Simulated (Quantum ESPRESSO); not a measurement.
# Several settings converged on Tl2Pd (P1, 6 atoms in the cell)

```
Tl2Pd
1.0
    4.43625    -3.39313     0.00000
    4.43625     3.39313     0.00000
   -3.74448     0.00000     4.43832
Tl Pd
4 2
Direct
  0.50474   0.83692   0.17771
  0.50001   0.16783   0.83356
  0.16783   0.50001   0.33356
  0.83217   0.49999   0.66644
  0.00080   0.99920   0.25000
  0.99920   0.00080   0.75000
```

Base method: PBEsol, GBRV 1.5 ultrasoft (PBESOL) pseudopotentials (plane waves; Quantum ESPRESSO).

Base settings: ecutwfc = 40 Ry; ecutrho = 320 Ry; occupations = smearing; smearing = fermi-dirac; degauss = 0.0073499 Ry; potentials = {Tl: tl_pbesol_v1.2.uspp.F.UPF, Pd: pd_pbesol_v1.4.uspp.F.UPF}; K_POINTS = automatic 3 3 3 0 0 0; conv_thr = 1e-11 Ry; mixing_beta = 0.4.

The count of work is k-points × plane waves × bands × iterations; it is no time. Core times come from one kind of shared machine, to one figure; runs under 30 s give none.

**The plane-wave cutoff**

Moved along: ecutrho.

The second cell is the first with its lattice scaled by 0.98.

The mesh stays at the base's, so the ladder's end is converged at best in this setting alone.

Only quantities that move along the ladder and can be compared are tabulated.

| ecutwfc | free energy less the last step's (meV/atom) | energy of the compressed cell less the first (meV/atom) | pressure (GPa) | largest difference of a force vector from the last step's (eV/Å) | count of work / last | core time / last (rough) |
|---|---|---|---|---|---|---|
| 14 Ry | 30550.68 | 2.63 | -535.60 | 0.131 | 0.11 | 0.1 |
| 18 Ry | 10299.68 | 25.11 | -259.04 | 0.098 | 0.16 | 0.2 |
| 22 Ry | 3038.63 | 28.59 | -107.70 | 0.059 | 0.20 | 0.1 |
| 40 Ry | 34.28 | -1.63 | -3.86 | 0.001 | 0.49 | 0.3 |
| 60 Ry | 0.00 | -1.61 | -2.87 | 0.000 | 1.0 | 1 |

Coarsest ecutwfc that holds the energy of the compressed cell less the first within 0.5 meV/atom of the last step, with all finer ones: 40 Ry, at about 0.3 of the last step's time; the step before is off by 30 meV/atom.

Coarsest ecutwfc that holds the pressure within 0.5 GPa: not settled: the last two steps still differ by 0.99 GPa, over half the tolerance, so the ladder does not show it.

Coarsest ecutwfc that holds the forces within 0.02 eV/Å of the last step, with all finer ones: 40 Ry, at about 0.3 of the last step's time; the step before is off by 0.059 eV/Å.

At the lowest cutoff the pressure lies 533 GPa under the last step's, the usual sign of Pulay stress in an incomplete plane-wave basis.

**The cutoff for other potential files**

Level: DFT, PBEsol, plane waves, PseudoDojo standard norm-conserving (PBESOL) pseudopotentials.

In this ladder: ecutrho = default; pseudopotentials = {Tl: Tl.upf, Pd: Pd.upf}.

The mesh stays at the base's, so the ladder's end is converged at best in this setting alone.

Only quantities that move along the ladder and can be compared are tabulated.

```csv
ecutwfc,free energy less the last step's (meV/atom),pressure (GPa),largest difference of a force vector from the last step's (eV/Å),count of work / last,core time / last (rough)
38 Ry,3113.09,-92.90,0.048,0.25,0.2
59 Ry,87.59,-7.44,0.001,0.44,0.4
85 Ry,0.34,-2.45,0.000,0.76,0.7
102 Ry,0.00,-2.45,0.000,1.0,1
```

Coarsest ecutwfc that holds the pressure within 0.05 GPa of the last step, with all finer ones: 85 Ry; the step before is off by 5.0 GPa.

Coarsest ecutwfc that holds the free energy within 5 meV/atom of the last step, with all finer ones: 85 Ry; the step before is off by 88 meV/atom.

Coarsest ecutwfc that holds the forces within 0.01 eV/Å of the last step, with all finer ones: 59 Ry, at 0.44 of the last step's count of work and about 0.4 of the last step's time; the step before is off by 0.048 eV/Å.

At the lowest cutoff the pressure lies 90.4 GPa under the last step's, the usual sign of Pulay stress in an incomplete plane-wave basis.

**The density cutoff**

The second cell is the first with its lattice scaled by 0.98.

The mesh stays at the base's, so the ladder's end is converged at best in this setting alone.

Only quantities that move along the ladder and can be compared are tabulated.

```tsv
ecutrho	free energy less the last step's (meV/atom)	energy of the compressed cell less the first (meV/atom)	pressure (GPa)	largest difference of a force vector from the last step's (eV/Å)	core time / last (rough)
80 Ry	-11.84	-0.25	-2.70	0.045	0.2
160 Ry	0.01	-1.63	-3.85	0.000	0.4
320 Ry	-0.07	-1.63	-3.86	0.000	0.4
640 Ry	0.00	-1.64	-3.86	0.000	1
```

Coarsest ecutrho that holds the pressure within 1 GPa of the last step, with all finer ones: 160 Ry, at about 0.4 of the last step's time; the step before is off by 1.2 GPa.

Coarsest ecutrho that holds the forces within 0.005 eV/Å of the last step, with all finer ones: 160 Ry, at about 0.4 of the last step's time; the step before is off by 0.045 eV/Å.

Coarsest ecutrho that holds the free energy within 2 meV/atom of the last step, with all finer ones: 160 Ry, at about 0.4 of the last step's time; the step before is off by 12 meV/atom.

On the base run: the starting cell comes from a database of computed structures (which also holds hypothetical and non-ambient phases and stackings), without a prior relaxation at this level. Its lattice was rescaled by up to half a per cent. One atom was moved a little off its site on purpose. Spin polarisation is off. In the base run, with a pressure of about -4 GPa the cell is away from its equilibrium volume at this level. Without a gap this mesh is coarse (it stands for a supercell whose shortest vector is 17 Å).
